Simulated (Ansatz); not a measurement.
Ansatz (an electronic-structure program) run on AlRh (P4mm, 2 atoms in the cell): self-consistent single point.

Computed with LDA (PW92), harder PAW files (source: ansatz) made with PBE (plane waves; Ansatz).

The change in words: lattice scaled by 0.98; basis.ecutwfc: 420 eV → 765 eV; hamiltonian.pseudopotentials: {kind: paw} (the program's default PAW files) → {kind: paw, source: ansatz}. Reference geometry:
```
AlRh
1.0
    2.99221     0.00000     0.00000
    0.00000     2.99221     0.00000
    0.00000     0.00000     2.99221
Al Rh
1 1
Direct
  0.00000   0.00000   0.01671
  0.50000   0.50000   0.50000
```

Reference input (self-consistent single point, DFT, LDA (PW92), plane waves, default PAW files made with PBE): basis.ecutwfc = 420 eV; kpoints.mp_grid.grid = 11 11 11; hamiltonian.xc = lda; hamiltonian.pseudopotentials = {kind: paw} (the program's default PAW files); scf.occupations.method = gaussian; scf.occupations.width = 0.1 eV. This run's input differs from it in these lines:

Ansatz 0.2 input:
```diff
@@ -3,10 +3,10 @@
   lattice:
-    - [2.992207, 0.000000, 0.000000]
-    - [0.000000, 2.992207, 0.000000]
-    - [0.000000, 0.000000, 2.992207]
+    - [2.932363, 0.000000, 0.000000]
+    - [0.000000, 2.932363, 0.000000]
+    - [0.000000, 0.000000, 2.932363]
   atoms:
-    - { symbol: Al, position_ang: [0.000000, 0.000000, 0.050000] }
-    - { symbol: Rh, position_ang: [1.496104, 1.496104, 1.496104] }
+    - { symbol: Al, position_ang: [0.000000, 0.000000, 0.049000] }
+    - { symbol: Rh, position_ang: [1.466182, 1.466182, 1.466182] }
 basis:
-  ecutwfc: 420.0 eV
+  ecutwfc: 765.0 eV
 kpoints:
@@ -15,3 +15,3 @@
   xc: lda
-  pseudopotentials: { kind: paw }
+  pseudopotentials: { kind: paw, source: ansatz }
 scf:
```

Log, with long lists cut:

```
SCF iter   1: F=—  HF=-8690.340706 eV  |F-HF|=—  |Δ(HF+E_count)|=         —  Δρ=1.79e-1  dr2=9.63e0  ethr=3.10e-3  ⟨swp⟩=6.0  Hψ=12670  notcnv=0
all-band conjugate gradients solve this SCF's bands
preconditioner: auto → none
SCF iter   2: F=—  HF=-8689.207931 eV  |F-HF|=—  |Δ(HF+E_count)|=    1.13e0  Δρ=1.14e-1  dr2=4.13e0  ethr=3.10e-3  ⟨swp⟩=2.4  Hψ=4325  notcnv=0
SCF iter   3: F=—  HF=-8688.354921 eV  |F-HF|=—  |Δ(HF+E_count)|=   8.53e-1  Δρ=1.01e-2  dr2=6.64e-3  ethr=3.10e-3  ⟨swp⟩=3.3  Hψ=4636  notcnv=0
SCF iter   4: F=—  HF=-8688.355948 eV  |F-HF|=—  |Δ(HF+E_count)|=   1.03e-3  Δρ=1.29e-3  dr2=4.29e-4  ethr=2.37e-5  ⟨swp⟩=2.7  Hψ=5671  notcnv=0
SCF iter   5: F=—  HF=-8688.355812 eV  |F-HF|=—  |Δ(HF+E_count)|=   1.36e-4  Δρ=3.90e-4  dr2=3.09e-5  ethr=1.53e-6  ⟨swp⟩=2.0  Hψ=3780  notcnv=0
SCF iter   6: F=—  HF=-8688.355802 eV  |F-HF|=—  |Δ(HF+E_count)|=   1.01e-5  Δρ=9.24e-5  dr2=2.46e-6  ethr=1.11e-7  ⟨swp⟩=2.8  Hψ=4068  notcnv=0
SCF iter   7: F=-8688.355801 eV  HF=-8688.355801 eV  |F-HF|=3.34e-8  |Δ(HF+E_count)|=   8.84e-7  Δρ=1.91e-5  dr2=4.84e-8  ethr=3.57e-10  ⟨swp⟩=5.5  Hψ=13184  notcnv=0
SCF 1 converged in 7 iterations: F = -8688.355801 eV  dr2 = 4.84e-8
Free energy (F): -8688.355801 eV
Internal energy: -8688.352644 eV  (E = F + TS)
E sigma→0 (E₀):  -8688.354223 eV
Entropy (-TS):   -0.003158 eV (-1.579 meV/atom)
Fermi energy:    19.148550 eV
--- Forces (eV/Å), atoms counted from 1 ---
  atom   1  Al     0.00000000     0.00000000    -0.35492624
  atom   2  Rh     0.00000000     0.00000000     0.35504923
--- Stress (GPa, compression-positive) ---
        4.222865       0.000000       0.000000
        0.000000       4.222865       0.000000
        0.000000       0.000000       4.078789
  P = ⅓ Tr σ = 4.1748 GPa (41.748 kbar)
  The stress holds the Pulay correction. Without it, at fixed plane waves, as pw.x and ABINIT print it: P = 4.1125 GPa
```

The run converged in 7 iterations. Against the reference run the pressure goes from -8.71 to 4.17 GPa and the largest force goes from 0.273 to 0.355 eV/Å.

The starting cell comes from a database of computed structures (which also holds hypothetical and non-ambient phases and stackings), without a prior relaxation at this level. Its lattice was rescaled by up to half a per cent. One atom was moved a little off its site on purpose. For this run, on top of that: lattice scaled by 0.98. Spin polarisation is off. Ansatz's pressure includes its estimate of the finite-basis (Pulay) stress. The cutoff lies below the one recommended for these files.
